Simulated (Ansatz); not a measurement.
Consider Ir-vacancy pair (Ir on one host Ru site, one Ru site vacant) in hcp Ru, neutral cell. The step: direct exchange of Ir with the vacancy (Ir-vacancy distance between ideal sites 2.72 Å throughout); the atom moves 2.73 Å along (-1.00, 0.00, 0.00) of the unit cell; the moving atom starts with neighbours 4 Ru at 2.67, 2 Ru at 2.67, Ru at 2.71, 2 Ru at 2.72, Ru at 2.73, Ru at 2.75 Å and ends with 4 Ru at 2.67, 2 Ru at 2.67, Ru at 2.71, 2 Ru at 2.72, Ru at 2.73, Ru at 2.75 Å. A PBE band in Ansatz (plane-wave PAW, a 2×2×2 k-point mesh shifted by half a step along c, 36 host sites, 27 SCF runs with any check of the saddle's order, static, no finite-size correction) gives a forward barrier of 2.51 eV. The saddle point's order was not checked, and it lies on a symmetry element of the cell, where a band can be held. Forms of the defect that were not tried may lie lower.

Single points at the band's start and saddle point can refine it. Rough cost of one point, in units of the band's mean SCF on the same machine:

| Level | Cost of one point |
|---|---|
| PBE, a 4×4×4 k-point mesh shifted by half a step along c | about 6 |
| r2SCAN at 500 eV, a 2×2×2 k-point mesh shifted by half a step along c | about 3 |

Task: Which of these move the barrier by more than 0.1 eV, and how far does each move it?

Result: PBE, a 4×4×4 k-point mesh shifted by half a step along c: -0.17 eV; r2SCAN at 500 eV, a 2×2×2 k-point mesh shifted by half a step along c: +0.03 eV. Each functional is compared with PBE at the same k-points.

Ansatz is a quantum-chemistry and plane-wave program.
